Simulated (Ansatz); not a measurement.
Where the default PAW files enter, the runs use the earlier of Ansatz's two default sets.

Data:

```xyz
12
Lattice="5.3289 0.0000 0.0000 2.6644 15.1762 0.0000 2.6644 -0.1559 1.5304" Properties=species:S:1:pos:R:3 pbc="T T T"
Si     8.8814    12.5118     1.2748
Si     1.7763     5.0016     0.5096
Si     7.1051    10.0110     1.0200
Si     3.5526     2.5009     0.2548
Si     5.3289     7.5061     0.7648
Si     5.3289    15.0163     1.5300
C      5.3289    13.1333     1.3381
C      5.3289     5.6232     0.5729
C      8.8814    10.6344     1.0835
C      1.7763     3.1242     0.3183
C      7.1051     8.1338     0.8287
C      3.5526     0.6236     0.0635
```

Space group of this cell: P6_3mc. The cell is taken as given.

Transport runs along the normal of the first two printed cell vectors, the (111) plane of the conventional cell.

No gap correction and no spin-orbit coupling; mid-gap values are interpolated between computed energies.

Task: State the band gap and the smallest decay constant κ at mid-gap according to Ansatz (a first-principles code) with r2SCAN.

Result: Gap 2.38 eV on a 20×20×20 mesh; κ = 0.214 1/Å, at the zone centre.
